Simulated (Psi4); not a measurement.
Psi4 1.11, HF/cc-pvdz, scf_type pk: CC1=CO[Si@@H]1[Si@@H](N)F, 16 atoms. The geometry is a generated start, not checked to be a minimum at this level.

- task: energy
- method: scf
- basis: cc-pvdz
- scf_type: pk
- guess: auto, which took SAD (default)
- diis_max_vecs: 10 (default)
- scf_initial_accelerator: adiis (default)
- e_convergence: 1e-06 (default)
- d_convergence: 1e-06 (default)
- basis functions: 160

On 4 threads. Build: conda-forge: OpenMP (LLVM), MKL, Libint2. One run each, on a shared machine, so no times are given.

Values of memory tried: 8 GB, 4 GB, 2 GB, 1 GB, 0.5 GB, 0.3 GB.

Problem. How low can the memory setting go, and what changes on the way?

Solution. It runs down to 0.3 GB, the lowest tried, with the same result. At 8 GB: SCF: PK in core. From 1 GB down: SCF: PK on disk.

| memory | path | peak memory |
|---|---|---|
| 8 GB | SCF: PK in core | 1.7 GiB |
| 4 GB | SCF: PK in core | 1.7 GiB |
| 2 GB | SCF: PK in core | 1.7 GiB |
| 1 GB | SCF: PK on disk | 1.4 GiB |
| 0.5 GB | SCF: PK on disk | 0.76 GiB |
| 0.3 GB | SCF: PK on disk | 0.64 GiB |

Peak memory is the kernel's count for the largest process, libraries included and scratch files not. The peak passes the setting at 1 GB, 0.5 GB, 0.3 GB: it is no hard cap.
